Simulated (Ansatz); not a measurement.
Data:

```
CELL_PARAMETERS angstrom
      3.70340     0.00000     0.00000
      0.00000     5.23740     0.00000
      1.85170     2.61870     1.98659
ATOMIC_POSITIONS crystal
  Se 0.00000 0.00000 0.00000
  Mg 0.00000 0.50000 0.00000
```

No spin polarisation.

The values are results of Ansatz (a first-principles code) r2SCAN, no spin-orbit coupling, not measurements. k-mesh 10×10×10 (Γ-centred); smearing 0.05 eV (Fermi–Dirac).

Task: Predict the band gap, gap character and valence-band top at Γ.

Result: The band gap is 1.89 eV, the gap character comes out as indirect, Γ → X and the valence-band top at Γ (three highest levels, from the VBM) is 0.00, -0.57, -0.68 eV.

The cells carry an imposed strain or load. Whether these cells are dynamically stable was not tested. The cell was made from MgSe in the rock salt structure (space group Fm-3m, No. 225) by this change: biaxial strain −4.29 %, plane normal [110], relaxed out of plane.
